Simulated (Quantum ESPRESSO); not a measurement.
Input and output of a self-consistent single point for CaGaSiH (P3m1, 4 atoms in the cell) (Quantum ESPRESSO).

Method of the run: PBEsol, GBRV 1.5 ultrasoft (PBESOL) pseudopotentials (plane waves; Quantum ESPRESSO 7.5).

```xyz
4
Lattice="4.0911 0.0000 0.0000 -2.0455 3.5430 0.0000 0.0000 0.0000 4.7628" Properties=species:S:1:pos:R:3 pbc="T T T"
Ca     0.0000     0.0000     0.0000
Ga     2.0456     1.1810     2.6519
Si     0.0000     2.3620     2.0656
H      2.0456     1.1810     4.4056
```

Reference input (self-consistent single point, DFT, PBEsol, plane waves, GBRV 1.5 ultrasoft (PBESOL) pseudopotentials): ecutwfc = 50 Ry; ecutrho = 250 Ry; occupations = smearing; smearing = fd; degauss = 0.00147 Ry; K_POINTS = automatic 6 6 5 0 0 0; conv_thr = 1e-11 Ry; mixing_beta = 0.3. This run's input differs from it in these lines:

```diff
@@ -32,3 +32,3 @@
 K_POINTS automatic
-6 6 5  0 0 0
+5 5 4  0 0 0
 CELL_PARAMETERS angstrom
```

Output (repeated stretches shortened):

```
     Self-consistent Calculation

     iteration #  1     ecut=    50.00 Ry     beta= 0.30

     total energy              =    -500.07051653 Ry
     estimated scf accuracy    <       2.84822095 Ry

     iteration #  2     ecut=    50.00 Ry     beta= 0.30

     total energy              =    -500.66258103 Ry
     estimated scf accuracy    <       0.06118059 Ry

     iteration #  3     ecut=    50.00 Ry     beta= 0.30

     total energy              =    -500.66430343 Ry
     estimated scf accuracy    <       0.01858484 Ry

   [... 9 blocks of this kind left out ...]

     iteration # 13     ecut=    50.00 Ry     beta= 0.30

     total energy              =    -500.66701500 Ry
     estimated scf accuracy    <          7.3E-11 Ry

     iteration # 14     ecut=    50.00 Ry     beta= 0.30
     End of self-consistent calculation

     the Fermi energy is     8.5221 ev

!    total energy              =    -500.66701500 Ry
     estimated scf accuracy    <          5.4E-12 Ry
     smearing contrib. (-TS)   =      -0.00000050 Ry
     internal energy E=F+TS    =    -500.66701450 Ry

     convergence has been achieved in  14 iterations

     Forces acting on atoms (cartesian axes, Ry/au):

     atom    1 type  1   force =     0.00000000    0.00000000   -0.00091688
     atom    2 type  2   force =     0.00000000    0.00000000   -0.00104616
     atom    3 type  3   force =     0.00000000    0.00000000    0.00124315
     atom    4 type  4   force =     0.00000000   -0.00000000    0.00071989

     Total force =     0.002000     Total SCF correction =     0.000009

          total   stress  (Ry/bohr**3)                   (kbar)     P=      -24.23
  -0.00015806  -0.00000000   0.00000000          -23.25       -0.00        0.00
  -0.00000000  -0.00015806   0.00000000           -0.00      -23.25        0.00
   0.00000000  -0.00000000  -0.00017792            0.00       -0.00      -26.17

   JOB DONE.
```

The run converged in 14 iterations. Against the reference run the free energy goes up by 5.8 meV/atom, the pressure moves little (-2.41 to -2.42 GPa), the largest force hardly changes (0.030 to 0.032 eV/Å) and the gap on the mesh goes from 0.392 to 0.315 eV.

The starting cell comes from a database of computed structures (which also holds hypothetical and non-ambient phases and stackings), without a prior relaxation at this level.

Cost on one core of a shared machine: roughly 30 s.
